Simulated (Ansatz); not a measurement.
**Rutile MgH₂**

Level of theory: r²SCAN (Ansatz, a quantum-chemistry and plane-wave program, plane waves, PAW).

Settings: plane-wave cutoff 560 eV, 8×8×12 k mesh (along the axes of the cell as run), Fermi–Dirac smearing 0.01 eV, scalar-relativistic PAW data made under PBE.

Cell (measured lattice):

```
MgH2
1.0
    4.50100     0.00000     0.00000
    0.00000     4.50100     0.00000
    0.00000     0.00000     3.01000
Mg H
2 4
Cartesian
  0.00000   0.00000   0.00000
  2.25050   2.25050   1.50500
  1.37731   1.37731   0.00000
  3.62781   0.87319   1.50500
  0.87319   3.62781   1.50500
  3.12369   3.12369   0.00000
```

```json
{
  "band_gap": "4.37 eV (indirect)",
  "smallest_direct_gap_on_the_k_points_sampled": "5.21 eV",
  "direct gap at Γ": "5.70 eV"
}
```

Note: cell and atoms aren't relaxed at this level (largest force component 0.03 eV/Å, pressure -0.6 GPa).

Static lattice: no zero-point or thermal effects.
